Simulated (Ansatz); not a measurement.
**CdTe, pressure series**

Consider CdTe in the zinc blende structure (space group F-43m, No. 216; a = 6.618 Å).

Cell and atoms are relaxed at each pressure.

Level of theory: PBE in Ansatz (plane waves to 420 eV, PAW, scalar-relativistic without spin-orbit coupling).

Notes on the quantities. enthalpy: H = E + PV relative to the base's energy; hole mass: degenerate bands, along [100].

```
variant              electron mass  band gap       enthalpy                    hole mass  shortest interatomic distance
-----------------  ---------------  --------  -------------  ---------------------------  -----------------------------
base               0.053 mₑ (at Γ)   0.59 eV              –  0.054, 0.57, 0.57 mₑ (at Γ)                        2.866 Å
pressure −2 GPa    0.039 mₑ (at Γ)   0.39 eV  -0.47 eV/atom  0.040, 0.64, 0.64 mₑ (at Γ)                        2.931 Å
pressure −1 GPa    0.047 mₑ (at Γ)   0.50 eV  -0.23 eV/atom  0.047, 0.60, 0.60 mₑ (at Γ)                        2.896 Å
pressure 0.9 GPa   0.057 mₑ (at Γ)   0.66 eV  +0.20 eV/atom  0.058, 0.55, 0.55 mₑ (at Γ)                        2.843 Å
pressure 2.1 GPa   0.063 mₑ (at Γ)   0.74 eV  +0.46 eV/atom  0.064, 0.53, 0.53 mₑ (at Γ)                        2.816 Å
pressure 4.5 GPa   0.071 mₑ (at Γ)   0.89 eV  +0.96 eV/atom  0.072, 0.49, 0.49 mₑ (at Γ)                        2.771 Å
pressure 9 GPa     0.082 mₑ (at Γ)   1.10 eV  +1.85 eV/atom  0.083, 0.43, 0.43 mₑ (at Γ)                        2.707 Å
pressure 15 GPa    0.092 mₑ (at Γ)   1.32 eV  +2.96 eV/atom  0.094, 0.38, 0.38 mₑ (at Γ)                        2.645 Å
pressure 22.5 GPa   0.10 mₑ (at Γ)   1.52 eV  +4.24 eV/atom   0.10, 0.34, 0.34 mₑ (at Γ)                        2.587 Å
pressure 30 GPa     0.11 mₑ (at Γ)   1.68 eV  +5.46 eV/atom   0.11, 0.31, 0.31 mₑ (at Γ)                        2.541 Å
```

Spin-orbit coupling, missing from the scalar runs, can matter with Te. Load acts through the strain it causes; cell and atoms are relaxed under it. Masses are band curvatures over ±0.01 Å⁻¹ around the edge. No phonon test of stability was made. Measured, CdTe leaves this structure (for cinnabar) near 3.53 GPa (temperature not stated; as listed in Datta, Sujoy, Jana, Debnarayan, arXiv (2020)), on rising pressure, with hysteresis.

Ansatz is a program for electronic structure.
